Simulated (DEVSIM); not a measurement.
Model (solved in DEVSIM): 1D drift-diffusion, Boltzmann statistics, complete ionisation; no tunnelling, impact ionisation, image-force lowering or self-heating.

System: abrupt Si n-p junction, at 300 K.

| layer (left to right) | material | thickness (μm) | Nd (cm⁻³) | Na (cm⁻³) | τn (s) | τp (s) |
|---|---|---|---|---|---|---|
| 1 | Si | 0.300 | 9.9e17 | - | 3.4e-6 | 3.4e-6 |
| 2 | Si | 61.0 | - | 6.7e16 | 3.4e-6 | 3.4e-6 |

Left contact: ohmic. Right contact: ohmic. Voltage is applied to the left contact. Recombination: SRH at mid-gap. Mobility is constant in doping. Where it depends on doping, it is μmin + (μ − μmin)/(1 + (N/Nref)^α).

The device is made up for the run: typed textbook-type constants, with dimensions and the other settings drawn at random. Values at 300 K. The table also holds parameters that only a changed run uses.

```tsv
parameter	Si
gap (eV)	1.124
affinity (eV)	4.05
permittivity	11.7
Nc (cm⁻³)	2.86e19
Nv (cm⁻³)	3.1e19
μn (cm²/Vs)	1417
μp (cm²/Vs)	470
μn,min	52
μp,min	45
Nref,n	9.7e16
Nref,p	2.2e17
αn	0.68
αp	0.72
Cn (cm⁶/s)	2.8e-31
Cp (cm⁶/s)	9.9e-32
```

One input was changed, with this effect: potential step across the device at zero bias little changed (0.878 V); largest field in the device at zero bias little changed (130000 V/cm); dark forward voltage at 1 A/cm² 0.657 → 0.682 V; dark forward voltage at 100 A/cm² 0.842 → 0.870 V.

**Question.** Which change was it?
A. thickness of layer 1 0.3 → 1.5 μm
B. minority lifetime in layer 2 3.4e-06 → 0.0001 s
C. doping Na of layer 2 6.7e+16 → 2e+17 cm^-3
D. doping-dependent mobility in place of the constant one
E. Auger recombination switched on

**Answer.** D, doping-dependent mobility in place of the constant one
